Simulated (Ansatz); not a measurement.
The starting structures come from a database of crystals and need not be the phases stable at ambient conditions.

# Evanescent states of KSn₂Cl₅ (I4/mcm, not sure to be the ambient phase, 16 atoms a cell, 28.4 Å³ an atom) along the normal of (001)

Method: PBEsol (plane waves, PAW; Ansatz, an electronic-structure program).

The gap is the functional's own. No spin-orbit coupling. Mid-gap values are interpolated on the energy grid.

Energies count from the valence-band top; κ is the least over a 4×4 mesh across the current.

| E (eV) | κ (1/Å) | where |
|---|---|---|
| 0.07 | 0.171 | off Γ |
| 0.21 | 0.272 | off Γ |
| 0.35 | 0.309 | Γ |
| 0.49 | 0.331 | Γ |
| 0.63 | 0.347 | Γ |
| 0.77 | 0.356 | Γ |
| 0.91 | 0.364 | Γ |
| 1.05 | 0.371 | Γ |
| 1.19 | 0.376 | Γ |
| 1.33 | 0.380 | Γ |
| 1.47 | 0.383 | Γ |
| 1.61 | 0.385 | Γ |
| 1.75 | 0.385 | Γ |
| 1.89 | 0.385 | Γ |
| 2.03 | 0.384 | Γ |
| 2.17 | 0.382 | Γ |
| 2.31 | 0.378 | Γ |
| 2.45 | 0.366 | Γ |
| 2.59 | 0.332 | Γ |
| 2.73 | 0.286 | Γ |

How thick must the barrier be to attenuate the transmission by 10^4 when the electrodes' Fermi level lies at 0.35 eV, and what attenuation does that film give at 1.89 eV?

d = 4 ln 10 / (2 × 0.309) = 14.9 Å. At 1.89 eV it gives 4 × 0.385/0.309 = 5.0 decades.
